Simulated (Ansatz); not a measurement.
Consider Ir in the fcc (Cu type) structure (space group Fm-3m, No. 225; a = 3.844 Å). Axes: x, y, z lie along the cube axes.

Structures relaxed with r2SCAN, PAW, 500 eV (Ansatz, a first-principles code; spin-orbit coupling left out).

Base:

Simulated powder pattern, Co Kα, λ = 1.79026 Å (kinematic, ideal powder, no thermal factors, no anomalous dispersion; the 14 strongest lines at most, above 2 %, up to 2θ = 90°):

```json
[
 {"2θ (°)": "47.57", "I/Imax (%)": "100", "hkl": "(111)"},
 {"2θ (°)": "55.51", "I/Imax (%)": "49", "hkl": "(200)"},
 {"2θ (°)": "82.38", "I/Imax (%)": "34", "hkl": "(220)"}
]
```

After one change:

Simulated powder pattern, Co Kα, λ = 1.79026 Å (kinematic, ideal powder, no thermal factors, no anomalous dispersion; the 14 strongest lines at most, above 2 %, up to 2θ = 90°):

```tsv
2θ (°)	I/Imax (%)
48.23	100
56.30	48
83.71	34
```

Task: Which of these changes matches the shifts?
(A) tensor shear ε_xz = +0.75 %
(B) uniaxial strain ε_xx = −1.88 %
(C) strain tensor (xx, yy, zz, yz, xz, xy) = (−1.15, −0.75, −0.54, −0.27, −0.32, −0.91) %
(D) isotropic strain −1.30 %

Result: D, isotropic strain −1.30 %. Its volume per atom is 13.66 Å³ against 14.20 Å³, and its space group is Fm-3m (No. 225).

Whether these cells are dynamically stable was not tested. All final runs are without spin polarisation.
